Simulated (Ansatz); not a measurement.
SnS2 (P6₃mc, No. 186; cell taken from a computed entry), treated with PBEsol (plane waves, PAW; Ansatz, an electronic-structure program).

Settings: plane-wave cutoff 520 eV, 12×12×4 k mesh (along the axes of the cell as run), Fermi–Dirac smearing 0.01 eV, scalar-relativistic PAW data made under PBE.

Cell (relaxed at this level):

SnS2 is modelled in the hexagonal space group P6₃mc (No. 186), Pearson symbol hP6. Lattice parameters: a = b = 3.6511 Å, c = 12.1575 Å, α = β = 90.00°, γ = 120.00°. Sn on 2b is surrounded by 6 S at 2.572 Å (octahedral). S1 on 2b sees 3 Sn at 2.572 Å (trigonal pyramidal). S2 on 2a sees 3 Sn at 2.572 Å (trigonal pyramidal). (Neighbours: up to the widest gap in distance over summed covalent radii, below 1.35, at either atom; cation-cation and far metal-metal contacts left out.)

### Question
What does this level give for the band gap, smallest direct gap on the k points sampled and direct gap at Γ?

### Answer

- band gap = 1.27 eV
- smallest direct gap on the k points sampled = 1.49 eV
- direct gap at Γ = 2.01 eV

Note: the cell has widely spaced layers and the level no dispersion term, so their spacing and the moduli can rest on weak binding.

Spin–orbit coupling is not included.

Static lattice: no zero-point or thermal effects.
